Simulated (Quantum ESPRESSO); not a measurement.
Habitual settings against a tight run: ZnBr2 (R-3m, 3 atoms in the cell)

Self-consistent single point.

```xyz
3
Lattice="1.9376 1.1187 7.4807 -1.9376 1.1187 7.4807 0.0000 -2.2374 7.4807" Properties=species:S:1:pos:R:3 pbc="T T T"
Zn     0.0000     0.0000     0.0000
Br     0.0000     0.0000     5.9768
Br     0.0000     0.0000    16.4653
```

Method: PBEsol, PseudoDojo standard norm-conserving (PBESOL) pseudopotentials (plane waves; Quantum ESPRESSO 7.5).

Base settings: ecutwfc = 85 Ry; occupations = smearing; smearing = gaussian; degauss = 0.0036749 Ry; potentials = {Zn: Zn.upf, Br: Br.upf}; K_POINTS = automatic 5 5 5 0 0 0; conv_thr = 1e-09 Ry; mixing_beta = 0.3.

Tight run (finer mesh or higher cutoff; not a proven limit): ecutwfc: 85 Ry → 119 Ry; conv_thr: 1e-09 Ry → 7.3e-11 Ry; K_POINTS: automatic 5 5 5 0 0 0 → automatic 7 7 7 0 0 0. It gave top of the valence band (on the code's own zero) 1.65 eV; gap on the k-point mesh 3.01 eV; pressure -3.57 GPa; largest force (vector length) 0.561 eV/Å.

Quick runs, as changes from the base:
- A: the base itself
- B: ecutwfc: 85 Ry → 42 Ry; degauss: 0.0036749 Ry → 0.036749 Ry; K_POINTS: automatic 5 5 5 0 0 0 → automatic 4 4 4 1 1 1
- C: ecutwfc: 85 Ry → 51 Ry; conv_thr: 1e-09 Ry → 7.3e-05 Ry; K_POINTS: automatic 5 5 5 0 0 0 → automatic 1 1 1 0 0 0
- D: ecutwfc: 85 Ry → 42 Ry; smearing: gaussian → fermi-dirac; degauss: 0.0036749 Ry → 0.019992 Ry; K_POINTS: automatic 5 5 5 0 0 0 → automatic 2 2 2 0 0 0; potentials: PseudoDojo standard norm-conserving (LDA) [LDA (PW92)]
- E: ecutwfc: 85 Ry → 59 Ry; degauss: 0.0036749 Ry → 0.019992 Ry; K_POINTS: automatic 5 5 5 0 0 0 → automatic 4 4 4 1 1 1; potentials: PseudoDojo standard norm-conserving (LDA) [LDA (PW92)]
- F: ecutwfc: 85 Ry → 68 Ry; K_POINTS: automatic 5 5 5 0 0 0 → automatic 6 6 6 0 0 0

Energies are extrapolated to zero smearing width, which holds to low order in the width alone (under cold and Methfessel-Paxton smearing the free energy itself is taken).

Dashes: pressure of C, not trusted under this conv_thr with d or f elements; gap of C, left out as unsure on this mesh or at this smearing; time of C, D, under 30 s; energy of D, E, another energy zero.

Gaps are read on each run's own mesh, which may miss the band edges.

† marks runs with another functional, U, potentials or spin treatment: their distance from the tight run is not a convergence error alone.

The count of work is k-points × plane waves × bands × iterations; it is no time. Core times come from one kind of shared machine and are given to one figure; runs under 30 s give none.

The starting cell comes from a database of computed structures (which also holds hypothetical and non-ambient phases and stackings), without a prior relaxation at this level. Its lattice was rescaled by a random factor within 2.5 % of one. In the base run, with a pressure of about -4 GPa the cell is away from its equilibrium volume at this level.

```tsv
run	energy less tight (meV/atom)	pressure less tight (GPa)	largest miss in a force vector (eV/Å)	gap on the mesh less tight (eV)	count of work / tight	core time / tight (rough)
A	1.4	0.02	0.001	0.015	0.22	0.1
B	10801.6	-231.61	0.048	-0.191	0.041	0.03
C	4915.2	–	1.259	–	0.0030	–
D†	–	-236.85	0.309	-0.478	0.018	–
E†	–	-20.01	0.192	-0.089	0.067	0.08
F	32.5	-2.32	0.000	0.003	0.27	0.2
```

Among the runs at the tight run's level, the energy misses run from 1.4 to 10801.6 meV/atom.
